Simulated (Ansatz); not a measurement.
The reference is LiF in the rock salt structure (space group Fm-3m, No. 225; a = 4.0079 Å). Axes: x, y, z lie along the cube axes.

Modification: the cell is compressed by 1.00 % along z with no lateral relaxation; the atoms relax in the strained cell.

Computed with PBEsol/PAW in Ansatz (a first-principles code), without spin-orbit coupling.

Question: Give the band edges at the high-symmetry points of the new zone, measured from its valence-band maximum.

Answer: 
```
point  valence edge (eV)  conduction edge (eV)
-----  -----------------  --------------------
Γ                   0.00                  9.13
X                  -1.01                 14.80
P                  -0.85                 15.00
N                  -0.24                 10.71
M                  -1.08                 14.99
S                  -0.81                 14.46
S₀                 -0.81                 14.46
R                  -0.83                 15.00
G                  -0.83                 15.00
```

The gap is 9.13 eV, direct at Γ.

Gaps are Kohn–Sham eigenvalue differences; semilocal functionals usually give less than the measured gap. Whether these cells are dynamically stable was not tested. k-point labels follow each cell's own Brillouin zone.
